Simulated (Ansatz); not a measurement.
For rock salt LiH at 400 K, quasi-harmonic approximation with Ansatz (a quantum-chemistry and plane-wave program), r2SCAN functional, plane-wave PAW gives a volume expansion coefficient α_V = 157.80 × 10⁻⁶ K⁻¹, an isothermal bulk modulus B_T = 26.9 GPa, a molar volume V_m = 10.634 cm³/mol and C_V = 35.31 J/(mol K). 

**Question.** Work out the Grüneisen parameter, C_P and the adiabatic bulk modulus.

**Answer.** γ = α_V B_T V_m / C_V = 1.28. C_P − C_V = α_V² B_T V_m T = 2.85 J/(mol K), so C_P = 38.17 J/(mol K). B_S = B_T C_P/C_V = B_T (1 + α_V γ T) = 29.1 GPa.

The PAW data sets were generated under PBE and serve the other functionals too.
